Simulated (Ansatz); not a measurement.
Subject: the energy of the reaction as written. Reaction: 3 cell B → cell A. A negative value means that the right-hand side lies lower.

Cell A: a sheet of composition Ta3, 3 atoms, hexagonal cell of 5.23 Å (23.7 Å²), symmetry P6/mmm, 0.0 Å thick under 16 Å of vacuum, in-plane vectors relaxed; planes from bottom to top: Ta3, all atoms in one plane; a model cell; spin state with PBE: no moments, k-point mesh 18×18×1.
```yaml
crystal:
  lattice:
    - [5.23271, 0.00000, 0.00000]
    - [-2.61636, 4.53166, 0.00000]
    - [0.00000, 0.00000, 16.00000]
  atoms:
    - { symbol: Ta, position: [0.50000, 0.00000, 0.50000] }
    - { symbol: Ta, position: [0.00000, 0.50000, 0.50000] }
    - { symbol: Ta, position: [0.50000, 0.50000, 0.50000] }
```

Cell B: a sheet of composition Ta, 1 atom, hexagonal cell of 2.73 Å (6.5 Å²), symmetry P6/mmm, 0.0 Å thick under 16 Å of vacuum, in-plane vectors relaxed; planes from bottom to top: Ta; a model cell; spin state with PBE: no moments, k-point mesh 24×24×1.
```
Ta
1.0
    2.73377     0.00000     0.00000
   -1.36688     2.36751     0.00000
    0.00000     0.00000    16.00000
Ta
1
Direct
  0.00000   0.00000   0.50000
```

Plane-wave PAW calculations with Ansatz (an electronic-structure program), its PAW set soft_1, cutoff 420 eV, 500 eV for r2SCAN. The structures are at rest with PBE; other levels are single points on them. Neutral cells; Fermi-Dirac smearing of at most 0.10 eV in the solids, energies taken to zero width. The lattices are those relaxed with PBE, so at other levels the solids can be strained, which adds to the spread. A dispersion term (D3(BJ), or D4 for r2SCAN) was computed beside these levels and is taken off wherever the name lacks it. Static lattices, no vibrational contributions. Spin-orbit coupling is left out. The cells' k-point meshes differ in density, so the last digit is unsettled. Cell A has symmetry P6/mmm and got no random move, so less symmetric positions, which may lie lower, weren't tried. Cell B has symmetry P6/mmm and got no random move, so less symmetric positions, which may lie lower, weren't tried.

**Question.** What is the computed value (PBE)?

**Answer.** 3.38 eV, for 3 cell B → cell A.

**Question.** What do the other levels give, and how wide is the spread?

**Answer.** 
| Functional | value (eV) | less PBE |
|---|---|---|
| r2SCAN | 3.66 | 0.28 |

The levels span 0.28 eV, from PBE (3.38) to r2SCAN (3.66).
